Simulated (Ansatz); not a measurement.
Ansatz (an electronic-structure program) run on AlAs (F-43m, 2 atoms in the cell): relaxation of cell and atoms.

Computed with PBE, PAW files (plane waves; Ansatz).

```yaml
crystal:
  lattice:
    - [0.00000, 2.82712, 2.82712]
    - [2.82712, 0.00000, 2.82712]
    - [2.82712, 2.82712, 0.00000]
  atoms:
    - { symbol: Al, position: [0.00000, 0.00000, 0.00000] }
    - { symbol: As, position: [0.75000, 0.75000, 0.75000] }
```

Reference input (self-consistent single point, DFT, PBE, plane waves, PAW files): basis.ecutwfc = 30.9 Ry; kpoints.mp_grid.grid = 10 10 10; hamiltonian.xc = pbe; hamiltonian.pseudopotentials = {kind: paw} (the program's default PAW files); scf.occupations.method = fixed. This run's input differs from it in these lines:

```diff
@@ -18,2 +18,4 @@
   occupations: { method: fixed }
+relax:
+  cell: {}
 output:
```

Output, abridged:

```
   [... SCF lines of the steps left out ...]
relax step   1: F+E_penalty+E_count = -5394.60873139 eV  Δ(F+E_penalty+E_count) = +0.000e0 eV  max|allowed force component| = 8.529e-17 eV/Å  Δτ_max = 0.0000 Å  P = +2.847 GPa  Ω = 45.192 Å³  (7 SCF iters, dr2 threshold 1.00e-7 eV, accepted)
relax step   2: F+E_penalty+E_count = -5394.62361102 eV  Δ(F+E_penalty+E_count) = -1.488e-2 eV  max|allowed force component| = 2.385e-17 eV/Å  Δτ_max = 0.0000 Å  P = +0.382 GPa  Ω = 46.720 Å³  energy of the carried Pulay correction = -1.866e-4 eV  [...]
relax step   3: F+E_penalty+E_count = -5394.62389160 eV  Δ(F+E_penalty+E_count) = -2.806e-4 eV  max|allowed force component| = 2.855e-17 eV/Å  Δτ_max = 0.0000 Å  P = +0.023 GPa  Ω = 46.966 Å³  energy of the carried Pulay correction = -2.161e-4 eV  [...]
relax step   4: F+E_penalty+E_count = -5394.62414744 eV  Δ(F+E_penalty+E_count) = -2.558e-4 eV  max|allowed force component| = 4.590e-17 eV/Å  Δτ_max = 0.0000 Å  P = +0.032 GPa  Ω = 46.966 Å³  stress off target by 3.15e-2 GPa  SCF on the basis [...]
basis re-selected at this cell: Δ(F+E_penalty+E_count) = -2.558e-4 eV, ΔP = +0.008 GPa vs the last step
the relaxation is at rest under the 24 symmetry operations that the run kept from its start: a minimum is not shown …
Stability not checked: this state was not tested for a lower state beside it, because too few of the mixer's solves of this state at the end of the SCF gave a …
Free energy (F): -5394.624147 eV
Internal energy: -5394.624147 eV  (E = F + TS)
   [... lines left out ...]
Fermi energy:    5.740704 eV
   [... lines left out ...]
  cell:  # Å, volume = 46.9663 Å³
    - [9.17166965921206e-34, 2.8636419736139147, 2.8636419736139147]
    - [2.8636419736139147, 4.0762976263164714e-33, 2.8636419736139147]
    - [2.8636419736139147, 2.8636419736139147, 4.382019948290207e-33]
  atoms:
    - { symbol: Al, position: [4.995722233838205e-34, -3.179095966987949e-34, -7.493583350757307e-34] }
    - { symbol: As, position: [0.7500000000000001, 0.7500000000000001, 0.7500000000000001] }
```

The run converged. 

Summary of the result:
```
Property                                                                                                              Value
------------------------------------------------  -------------------------------------------------------------------------
Free energy E − TS (on the zero of these files)                                                               -5394.6241 eV
Top of the valence band (on the code's own zero)                                                                    5.74 eV
Gap on the k-point mesh                                                                                             1.50 eV
Pressure                                                                                                           0.03 GPa
Final cell                                        a = 4.050 Å, b = 4.050 Å, c = 4.050 Å, α = 60.00°, β = 60.00°, γ = 60.00°
Final volume per atom                                                                                              23.48 Å³
Relaxation steps                                                                                                          4
```

The starting cell comes from a database of computed structures (which also holds hypothetical and non-ambient phases and stackings), without a prior relaxation at this level. Its lattice was rescaled by a random factor within 2.5 % of one. The relaxation keeps the symmetry of its start, so its end need not be a minimum. Ansatz's pressure includes its estimate of the finite-basis (Pulay) stress.

Keys are those of Ansatz 0.2.
